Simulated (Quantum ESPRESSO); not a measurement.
Quantum ESPRESSO is run on YMg₁₄Ga (P-6m2, 16 atoms in the cell), and the run fails. The aim is a self-consistent single point with DFT, PBEsol, plane waves, SSSP 1.1.2 efficiency (PBE) pseudopotentials.

Cell that was meant: a = 6.4185 Å, b = 6.4185 Å, c = 10.3495 Å, α = 90.00°, β = 90.00°, γ = 120.00°.

Part of the input:

```fortran
/
&system
    ibrav = 0
    nat = 17
    ntyp = 3
    ecutwfc = 70
    ecutrho = 560
```

Output, abridged:

```
     This program is part of the open-source Quantum ESPRESSO suite
     for quantum simulation of materials; please cite

 %%%%%%%%%%%%%%%%%%%%%%%%%%%%%%%%%%%%%%%%%%%%%%%%%%%%%%%%%%%%%%%%%%%%%%%%%%%%%%
     Error in routine read_cards (17):
     wrong number of columns in ATOMIC_POSITIONS
 %%%%%%%%%%%%%%%%%%%%%%%%%%%%%%%%%%%%%%%%%%%%%%%%%%%%%%%%%%%%%%%%%%%%%%%%%%%%%%

     stopping ...
```

### Question
Read the log: what does the program object to, and what is the fix?

### Answer
The fault is an atom count that does not match the list of atoms; here the program stops on it instead of giving results. To fix it, make the count match the list. The program stopped before any SCF iteration.

The sound input it was made from differs as follows (other fixes are possible):
```diff
-    nat = 17
+    nat = 16
```

With that input, the run converged in 20 iterations: free energy E − TS -11168.3402 eV; Fermi level (on the code's own zero) 4.39 eV; pressure -0.71 GPa; largest force (vector length) 0.056 eV/Å (DFT, PBEsol, plane waves, SSSP 1.1.2 efficiency (PBE) pseudopotentials).

On the sound input: the starting cell comes from a database of computed structures (which also holds hypothetical and non-ambient phases and stackings), without a prior relaxation at this level. Its lattice was rescaled by a random factor within 2.5 % of one.
